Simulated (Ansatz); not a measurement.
Start from C in the diamond structure (space group Fd-3m, No. 227).

```yaml
crystal:
  lattice:
    - [0.00000, 1.77690, 1.77690]
    - [1.77690, 0.00000, 1.77690]
    - [1.77690, 1.77690, 0.00000]
  atoms:
    - { symbol: C, position: [0.00000, 0.00000, 0.00000] }
    - { symbol: C, position: [0.25000, 0.25000, 0.25000] }
```

Method: PBEsol (Ansatz, a first-principles code, PAW, no spin-orbit coupling).

For the base:

The pressure comes out as 0.00 GPa and the hole mass comes out as 0.29, 0.29, 0.52 mₑ (at Γ).

Now apply this change: the cell is scaled by 0.9850 in all directions; the atoms relax in the strained cell.

Task: How does this affect the pressure, mean gap deformation potential ΔEg/Δln V, energy relative to the base and hole mass?

Result: The pressure goes from zero to 22.17 GPa; the mean gap deformation potential ΔEg/Δln V is -2.2 eV; the energy goes up by 17 meV/atom; the hole mass (degenerate bands, along [100]) changes from 0.29, 0.29, 0.52 mₑ (at Γ) to 0.28, 0.28, 0.54 mₑ (at Γ).

Effective masses come from finite differences of ±0.01 Å⁻¹. Whether these cells are dynamically stable was not tested.
